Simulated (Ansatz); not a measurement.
Base system: BN in the h-BN type structure (space group P6_3/mmc, No. 194; a = 2.500 Å, c = 6.413 Å; layered, stacked along the Cartesian z axis).

One thing is altered: cell and atoms relaxed at a pressure of 4.2 GPa.

Levels (all Ansatz, an electronic-structure program, PAW, earlier PAW set): PBEsol-D3(BJ) (420 eV, spin-orbit coupling left out); r2SCAN (500 eV, spin-orbit coupling left out); HSE06 (420 eV, scalar-relativistic without spin-orbit coupling); PBEsol+SOC (420 eV, with spin-orbit coupling).

One geometry, relaxed with PBEsol-D3(BJ), under each level:

| level | band gap | lowest conduction level above the VBM at special points |
|---|---|---|
| PBEsol-D3(BJ) | 3.96 eV | M 3.96 eV; H 4.44 eV; L 4.52 eV; K 5.06 eV |
| r2SCAN | 4.66 eV | M 4.66 eV; H 5.18 eV; L 5.21 eV; K 5.79 eV |
| HSE06 | 5.40 eV | M 5.40 eV; H 5.93 eV; L 5.97 eV; Γ 7.33 eV |
| PBEsol+SOC | 3.96 eV | M 3.96 eV; H 4.44 eV; L 4.52 eV; K 5.06 eV |

Single points use the geometry relaxed with PBEsol-D3(BJ). Their cutoffs differ, which shifts pressures a little. HSE06 was sampled on its mesh, a few special points and the semilocal edge points, so its gap is an upper bound. Differences between runs with and without spin-orbit coupling are approximate. Load acts through the strain it causes; cell and atoms are relaxed under it. Whether these cells are dynamically stable was not tested.
